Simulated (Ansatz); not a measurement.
Functionals compared on the (20-21) surface of hcp Tl in its 1x1 cell, outermost plane spacing 0.25 Å in the ideal cut, in Ansatz (plane waves, PAW). The structure was relaxed with PBE; the other rows are single points on it, each with its references at the same level. Cutoff 420 eV (500 eV for r2SCAN).

Slab: 16 atoms, 10.7 Å thick at the start; k 11x4x1, smearing 0.1 eV, dipole-corrected; all atoms relaxed; held to the part of the start's symmetry that mesh and held atoms allow; no spin, no spin-orbit, no U. These notes are the PBE run's.

| functional | surface energy (J/m²) | work function of the top face (eV) | rough cost of the single point |
|---|---|---|---|
| PBE | 0.26 | 3.55 | – |
| LDA | 0.42 | 3.89 | around 6 core-minutes (rough) |
| PBEsol | 0.36 | 3.64 | very roughly 6 core-minutes |
| RPBE | 0.16 | 3.39 | very roughly 6 core-minutes |
| r2SCAN | 0.34 | 3.56 | roughly 13 core-minutes |

Ansatz is a quantum-chemistry and plane-wave program.
